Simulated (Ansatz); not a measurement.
Base system: SiSe₂ (space group Ibam, No. 72; a = 6.3014 Å, b = 9.3016 Å, c = 5.8556 Å; made of chains).

Calculations: Ansatz (an electronic-structure program) PBEsol, no spin-orbit coupling.

Before the change:

The width of the top valence band is 0.77 eV and the band gap is 1.65 eV. The volume per atom comes out as 28.60 Å³.

Perturbation: cell and atoms relaxed at a pressure of 1.5 GPa.

Problem. What happens to the width of the top valence band, band gap and volume per atom?

Solution. The width of the top valence band rises by 0.099 eV (0.77 eV → 0.86 eV); the band gap falls by 0.348 eV to 1.31 eV; the volume per atom decreases by 3.47 Å³ (28.60 Å³ → 25.13 Å³).

Load acts through the strain it causes; cell and atoms are relaxed under it. Whether these cells are dynamically stable was not tested. No dispersion term is included in the PBEsol runs.
